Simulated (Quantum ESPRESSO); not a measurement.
A self-consistent single point of a (100) slab of HfN (cut from a parent of space group no. 225; 8 atoms in the cell) with Quantum ESPRESSO.

Level of theory: PBEsol, SSSP 1.1.2 precision (PBE) pseudopotentials (plane waves; Quantum ESPRESSO).

The change in words: vacuum of 5 angstrom (first run: 14 Å). Reference geometry:
```yaml
crystal:
  lattice:
    - [3.18014, 0.00000, 0.00000]
    - [0.00000, 3.18014, 0.00000]
    - [0.00000, 0.00000, 20.74601]
  atoms:
    - { symbol: Hf, position: [0.00000, 0.00000, 0.44581] }
    - { symbol: Hf, position: [0.50000, 0.50000, 0.33741] }
    - { symbol: Hf, position: [0.00000, 0.00000, 0.66259] }
    - { symbol: Hf, position: [0.50000, 0.50000, 0.55420] }
    - { symbol: N, position: [0.00000, 0.00000, 0.33741] }
    - { symbol: N, position: [0.50000, 0.50000, 0.44581] }
    - { symbol: N, position: [0.00000, 0.00000, 0.55420] }
    - { symbol: N, position: [0.50000, 0.50000, 0.66259] }
```

Reference input (self-consistent single point, DFT, PBEsol, plane waves, SSSP 1.1.2 precision (PBE) pseudopotentials): ecutwfc = 75 Ry; occupations = smearing; smearing = fermi-dirac; degauss = 0.0073499 Ry; input_dft = pbesol; mixing_mode = local-TF; potentials = {Hf: Hf-sp.oncvpsp.upf, N: N.oncvpsp.upf}; K_POINTS = automatic 7 7 1 0 0 0; conv_thr = 1e-10 Ry; mixing_beta = 0.3. This run's input differs from it in these lines:

```diff
@@ -10,3 +10,3 @@
     celldm(1) = 6.0095974174
-    celldm(3) = 6.523611524265
+    celldm(3) = 3.693552677836
     nat = 8
@@ -28,10 +28,10 @@
 ATOMIC_POSITIONS {crystal}
-Hf    0.0000000000    0.0000000000    0.4458070000
-Hf   -0.5000000000    0.5000000000    0.3374140000
-Hf    0.0000000000    0.0000000000    0.6625860000
-Hf   -0.5000000000    0.5000000000    0.5541990000
-N     0.0000000000    0.0000000000    0.3374140000
-N    -0.5000000000    0.5000000000    0.4458070000
-N     0.0000000000    0.0000000000    0.5541990000
-N    -0.5000000000    0.5000000000    0.6625860000
+Hf    0.0000000000    0.0000000000    0.4042830000
+Hf    0.5000000000    0.5000000000    0.2128380000
+Hf    0.0000000000    0.0000000000    0.7871620000
+Hf    0.5000000000    0.5000000000    0.5957270000
+N     0.0000000000    0.0000000000    0.2128380000
+N     0.5000000000    0.5000000000    0.4042830000
+N     0.0000000000    0.0000000000    0.5957270000
+N     0.5000000000    0.5000000000    0.7871620000
 K_POINTS {automatic}
```

The program printed (abridged):

```
     Self-consistent Calculation

     iteration #  1     ecut=    75.00 Ry     beta= 0.30

     total energy              =    -534.11768840 Ry
     estimated scf accuracy    <       3.13216507 Ry

     iteration #  2     ecut=    75.00 Ry     beta= 0.30

     total energy              =    -533.66495078 Ry
     estimated scf accuracy    <       1.57544734 Ry

     iteration #  3     ecut=    75.00 Ry     beta= 0.30

     total energy              =    -533.92629058 Ry
     estimated scf accuracy    <       0.18106022 Ry

   [... 16 blocks of this kind left out ...]

     iteration # 20     ecut=    75.00 Ry     beta= 0.30

     total energy              =    -533.94862309 Ry
     estimated scf accuracy    <          1.6E-10 Ry

     iteration # 21     ecut=    75.00 Ry     beta= 0.30
     End of self-consistent calculation

     the Fermi energy is    13.7212 ev

!    total energy              =    -533.94862309 Ry
     estimated scf accuracy    <          9.9E-11 Ry
     smearing contrib. (-TS)   =      -0.00709565 Ry
     internal energy E=F+TS    =    -533.94152744 Ry

     convergence has been achieved in  21 iterations

     Forces acting on atoms (cartesian axes, Ry/au):

     atom    1 type  1   force =     0.00000000    0.00000000    0.00344883
     atom    2 type  1   force =     0.00000000    0.00000000    0.02509224
     atom    3 type  1   force =     0.00000000    0.00000000   -0.02506206
     atom    4 type  1   force =     0.00000000    0.00000000   -0.00348129
     atom    5 type  2   force =     0.00000000    0.00000000   -0.01473950
   [... lines left out ...]

     Total force =     0.065899     Total SCF correction =     0.000009

          total   stress  (Ry/bohr**3)                   (kbar)     P=      -62.90
  -0.00056865   0.00000000   0.00000000          -83.65        0.00        0.00
   0.00000000  -0.00056865   0.00000000            0.00      -83.65        0.00
   0.00000000   0.00000000  -0.00014552            0.00        0.00      -21.41

   JOB DONE.
```

The run converged in 21 iterations. Against the reference run the free energy drops by 32.1 meV/atom and the largest force goes from 1.378 to 0.932 eV/Å.

The starting cell has typed, rounded lattice constants, without a prior relaxation at this level. The slab is cut from that crystal, and its faces are unrelaxed. Its lattice was rescaled by up to half a per cent. Spin polarisation is off, though cut faces can carry moments; the slab shows no gap.

Cost on one core of a shared machine: roughly 2 min.
